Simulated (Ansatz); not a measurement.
CaC$_{6}$ (space group R-3m, No. 166; a hypothetical phase, not in the database extracts checked)

```cif
data_C6Ca
_chemical_formula_sum 'Ca1 C6'
_space_group_name_H-M_alt 'P 1'
_space_group_IT_number 1
_cell_length_a 5.16078
_cell_length_b 5.16078
_cell_length_c 5.16078
_cell_angle_alpha 49.761
_cell_angle_beta 49.761
_cell_angle_gamma 49.761
loop_
_space_group_symop_operation_xyz
  'x, y, z'
loop_
_atom_site_label
_atom_site_type_symbol
_atom_site_fract_x
_atom_site_fract_y
_atom_site_fract_z
_atom_site_occupancy
Ca1 Ca 0.00000 0.00000 0.00000 1
C1 C 0.16673 0.83327 0.50000 1
C2 C 0.83327 0.50000 0.16673 1
C3 C 0.83327 0.16673 0.50000 1
C4 C 0.50000 0.83327 0.16673 1
C5 C 0.16673 0.50000 0.83327 1
C6 C 0.50000 0.16673 0.83327 1
```

Method: PBE, PAW, 420 eV (Ansatz, an electronic-structure program; no SOC). k-mesh 13×13×13 (Γ-centred); smearing 0.05 eV (Fermi–Dirac).

* **Volume per atom**: 10.52 Å³
* **Density**: 2.53 g/cm³
* **Band gap**: zero
* **Total energy**: -474.677 eV/atom (σ→0; compares only within this code and set-up)

Whether these cells are dynamically stable was not tested. All final runs are without spin polarisation.
